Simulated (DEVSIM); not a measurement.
System: W/SiO2/p-Si capacitor, at 300 K.

```csv
layer (left to right),material,thickness (nm),Na (cm⁻³)
1,SiO2,17.0,-
2,Si,1300,1.9e17
```

Metal gate on the left, work function 4.6 eV. Fixed charge at the semiconductor interface 0 cm⁻² (in units of +e); interface traps 3.9e12 cm⁻² eV⁻¹, uniform in energy, neutral level at 0.5 of the gap above the valence band.

The device is made up for the run: typed textbook-type constants, with dimensions and the other settings drawn at random. Values at 300 K.

| parameter | SiO2 | Si |
|---|---|---|
| gap (eV) | 9 | 1.124 |
| affinity (eV) | 0.9 | 4.05 |
| permittivity | 3.9 | 11.7 |
| Nc (cm⁻³) | - | 2.86e19 |
| Nv (cm⁻³) | - | 3.1e19 |

DEVSIM, 1D Poisson equation in equilibrium, Boltzmann statistics, complete ionisation; no quantum confinement or tunnelling. Metal contacts follow the ideal Schottky-Mott rule: no Fermi-level pinning, no interface dipoles.

Tabulate band edges, carrier densities and field at 2.0 V on the gate.

Energies count from the Fermi level of the right contact; mesh points crowd at the junctions.

```
x (μm)    Ec (eV)  Ev (eV)  n (cm⁻³)  p (cm⁻³)  field (V/cm)
--------  -------  -------  --------  --------  ------------
0.000       1.700   -7.300     < 1e2     < 1e2       1000000
0.001216    1.826   -7.174     < 1e2     < 1e2       1000000
0.003672    2.081   -6.919     < 1e2     < 1e2       1000000
0.008194    2.550   -6.450     < 1e2     < 1e2       1000000
0.01400     3.152   -5.848     < 1e2     < 1e2       1000000
0.01606     3.366   -5.634     < 1e2     < 1e2       1000000
0.01717     0.317   -0.807    1.4e14    850000        200000
0.01939     0.359   -0.765    2.6e13   4400000        190000
0.02357     0.436   -0.688    1.4e12     8.5e7        180000
0.03211     0.576   -0.548     6.0e9    1.9e10        150000
0.05011     0.801   -0.323   1000000    1.2e14         99000
0.1104      0.991   -0.133       640    1.8e17          1100
0.2218      0.992   -0.132       610    1.9e17           ≈ 0
0.4495      0.992   -0.132       610    1.9e17           ≈ 0
0.9518      0.992   -0.132       610    1.9e17           ≈ 0
1.144       0.992   -0.132       610    1.9e17           ≈ 0
1.236       0.992   -0.132       610    1.9e17           ≈ 0
1.280       0.992   -0.132       610    1.9e17           ≈ 0
1.304       0.992   -0.132       610    1.9e17           ≈ 0
1.312       0.992   -0.132       610    1.9e17           ≈ 0
1.315       0.992   -0.132       610    1.9e17           ≈ 0
1.317       0.992   -0.132       610    1.9e17           ≈ 0
```
